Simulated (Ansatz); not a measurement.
The reference is YN in the rock salt structure (space group Fm-3m, No. 225; a = 4.856 Å).

Levels (all Ansatz, a first-principles code, PAW): PBEsol (420 eV, no spin-orbit coupling); PBEsol+SOC (420 eV, noncollinear with spin-orbit coupling).

The geometry is relaxed with PBEsol.

| Item | Value |
|---|---|
| PBEsol valence-band top at Γ | 0.00, 0.00, 0.00 eV |
| PBEsol width of the top valence band | 2.32 eV |
| PBEsol band gap | 0.08 eV |

With PBEsol+SOC at the same geometry, the hole mass (degenerate bands, along [100]) is 0.22, 1.0 mₑ (at Γ); the valence-band top at Γ (three highest Kramers pairs, from the VBM) changes from 0.00, 0.00, 0.00 eV to 0.00, 0.00, -0.06 eV; the width of the top valence band is nearly the same (2.32 eV against 2.34 eV); the band gap drops by 0.02 eV to 0.06 eV. The threefold valence maximum splits by Δso ≈ 0.06 eV.

Single points use the geometry relaxed with PBEsol. The spin-orbit shifts are approximate. Effective masses come from finite differences of ±0.01 Å⁻¹. Stability against distortions was not tested. The base started in P3_121 and relaxed to Fm-3m at this level. A zero or small gap of YN can be the functional's error rather than a property of the material.
